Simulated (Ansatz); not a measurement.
## LaAs2 (space group P2_1/c, No. 14; a cell from a computed database, its experimental status unchecked)

LaAs2 has the monoclinic space group P2₁/c (No. 14), Pearson symbol mP12. Lattice parameters: a = 4.2593 Å, b = 6.9793 Å, c = 10.7262 Å, α = γ = 90.00°, β = 106.58°. La on 4e has 9 As at 3.070–3.294 Å. As1 on 4e is surrounded by 1 As at 2.466 Å and 5 La at 3.070–3.277 Å. As2 on 4e has 2 As at 2.466–2.507 Å and 4 La at 3.148–3.294 Å. (Neighbours: up to the widest gap in distance over summed covalent radii, below 1.35, at either atom; cation-cation and far metal-metal contacts left out.)

Level of theory: r2SCAN (Ansatz, an electronic-structure program; PAW; 500 eV plane waves; spin-orbit coupling left out). k-mesh 7×4×3 (Γ-centred); smearing 0.05 eV (Fermi–Dirac).

```yaml
volume_per_atom: 25.47 Å³
density: 6.28 g/cm³
band_gap: 0.32 eV, indirect, Y₂ → D
total_energy: -5332.517 eV/atom (σ→0; compares only within this code and set-up)
```

Stability against distortions was not tested.
